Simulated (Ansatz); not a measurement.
A computed series for InSe: pressure series

Consider InSe in the beta-GaS type structure (space group P6_3/mmc, No. 194; a = 3.953 Å, c = 16.309 Å; layered, stacked along the Cartesian z axis).

Cell and atoms are relaxed at each pressure.

All numbers come from PBEsol-D3(BJ) (Ansatz, a program for electronic structure), without spin-orbit coupling.

```csv
change,lattice parameter a,c/a ratio
base,7.470 bohr,4.126
pressure −1 GPa,7.535 bohr,4.162
pressure 0.3 GPa,7.452 bohr,4.120
pressure 0.7 GPa,7.428 bohr,4.117
pressure 7.5 GPa,7.101 bohr,4.161
pressure 10 GPa,7.005 bohr,4.194
```

Load acts through the strain it causes; cell and atoms are relaxed under it. No phonon test of stability was made. Competing high-pressure phases were not computed.
